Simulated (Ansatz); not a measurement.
An Ansatz (a quantum-chemistry and plane-wave program) input (r2SCAN in Ansatz (plane waves to 500 eV, PAW, without spin-orbit coupling), earlier PAW set):

Ansatz 0.2 input:
```yaml
crystal:
  lattice:
    - [3.5771760638, 0, 0]
    - [1.7885880319, 3.097925345, 0]
    - [0, 0, 16.4603760127]
  atoms:
    - { symbol: O, position: [0.6666666667, 0.1666666667, 0.4556396521] }
    - { symbol: Hf, position: [0.3333333333, -0.1666666667, 0.5] }
    - { symbol: O, position: [1, 0.5, 0.5443603479] }
basis: { ecutwfc: 500, ecutrho_ratio: 4, xc_grid: 4, fft_grid_basis: typed }
kpoints: { mp_grid: { grid: [11, 11, 1] } }
hamiltonian:
  xc: r2scan
  dispersion: none
  pseudopotentials: { azcp: { folder: ./paw }, kind: paw }
scf: { occupations: { method: fermi_dirac, width: 0.05 }, convergence: { dr2_threshold: 0.0000000003 } }
relax: { f_tol: 0.01, max_steps: 50 }
output: { forces: true, stress: true }
checkpoint: { write: state.ck, write_every: 1000 }
```

### Question
Which symmetry and how many k-points will the program report, and about how many plane waves at Γ?

### Answer
Space group P-3m1 (ITA 164) with 12 operations, k-points 16 of 121, and 4717 plane waves at Γ.

Whether these cells are dynamically stable was not tested. The cell was made from HfO2 in the fluorite structure (space group Fm-3m, No. 225) by this change: a free-standing slab of 1 layer (3 atoms, 3 a layer) is cut normal to [111], with 15 Å of vacuum and the in-plane cell held at bulk. This is not the structure that HfO2 has at room temperature and ambient pressure.
